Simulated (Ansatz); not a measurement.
Partial pair distribution functions of a relaxed model of amorphous Si₂₄O₄₉Ba, broadened by 0.06 Å; density 2.35 g/cm³. Computed with PBE, scalar-relativistic without spin-orbit coupling (plane waves to 420 eV, PAW; Ansatz, an electronic-structure program).

The cell was made by melting and quenching with the CHGNet potential and then relaxed with DFT. O atoms were pushed apart under 1.9 Å during the dynamics, to hinder bonds among them. The hot cell started wider than the set density and was brought back towards it in steps. It is the lowest in DFT energy of 2 quenches. It is a model cell: composition and starting density were chosen by hand, and all elements were melted together. No dispersion term was used. Its density started from a set value of 2.35 and ended at 2.35 g/cm³. Cooling (nominally 400 K/ps over its main leg) ran many orders faster than in experiment, which tends to leave more defects and strain. One small periodic cell is one sample of the glass; other quenches scatter about these values. The volume was held where the preparation left it and the shape relaxed, at a PBE pressure of 0.7 GPa. Stress components on the final sampling reach 0.7 GPa.

| r (Å) | g Si-O | g O-Ba | g Si-Si | g O-O |
|---|---|---|---|---|
| 1.35 | 0.00 | 0.00 | 0.00 | 0.00 |
| 1.45 | 0.33 | 0.00 | 0.00 | 0.00 |
| 1.55 | 7.64 | 0.00 | 0.00 | 0.00 |
| 1.65 | 16.20 | 0.00 | 0.00 | 0.00 |
| 1.75 | 3.26 | 0.00 | 0.00 | 0.00 |
| 1.85 | 0.06 | 0.00 | 0.00 | 0.00 |
| 1.95 | 0.00 | 0.00 | 0.00 | 0.00 |
| 2.05 | 0.00 | 0.00 | 0.00 | 0.00 |
| 2.15 | 0.00 | 0.02 | 0.00 | 0.00 |
| 2.25 | 0.00 | 0.87 | 0.20 | 0.03 |
| 2.35 | 0.00 | 3.47 | 1.09 | 0.25 |
| 2.45 | 0.00 | 2.02 | 0.38 | 0.28 |
| 2.55 | 0.00 | 0.13 | 0.01 | 2.55 |
| 2.65 | 0.00 | 0.00 | 0.02 | 6.64 |
| 2.75 | 0.04 | 0.04 | 0.39 | 3.82 |
| 2.85 | 0.05 | 0.82 | 1.22 | 1.13 |
| 2.95 | 0.04 | 1.33 | 3.21 | 0.53 |
| 3.05 | 0.13 | 1.28 | 4.29 | 0.59 |
| 3.15 | 0.21 | 0.69 | 3.23 | 0.63 |
| 3.25 | 0.63 | 1.17 | 1.32 | 0.52 |
| 3.35 | 0.96 | 1.70 | 0.09 | 0.52 |
| 3.45 | 1.19 | 0.38 | 0.00 | 0.67 |
| 3.55 | 1.49 | 0.22 | 0.00 | 0.68 |
| 3.65 | 1.67 | 0.91 | 0.00 | 0.61 |
| 3.75 | 1.46 | 0.24 | 0.08 | 0.53 |
| 3.85 | 1.15 | 0.04 | 0.44 | 0.61 |
| 3.95 | 1.38 | 0.61 | 0.40 | 0.56 |
| 4.05 | 1.62 | 1.51 | 0.61 | 0.57 |
| 4.15 | 1.96 | 1.88 | 0.91 | 0.78 |
| 4.25 | 2.06 | 0.51 | 0.69 | 0.84 |
| 4.35 | 1.46 | 1.43 | 1.16 | 1.04 |
| 4.45 | 0.78 | 1.86 | 1.44 | 1.10 |
| 4.55 | 0.56 | 1.05 | 1.27 | 0.99 |
| 4.65 | 0.50 | 0.51 | 1.34 | 1.00 |
| 4.75 | 0.60 | 1.07 | 1.52 | 1.02 |
| 4.85 | 0.59 | 0.54 | 1.26 | 1.48 |
| 4.95 | 0.68 | 1.74 | 1.03 | 1.64 |

Within 1.90 Å each Si has 4.00 O neighbours on average.
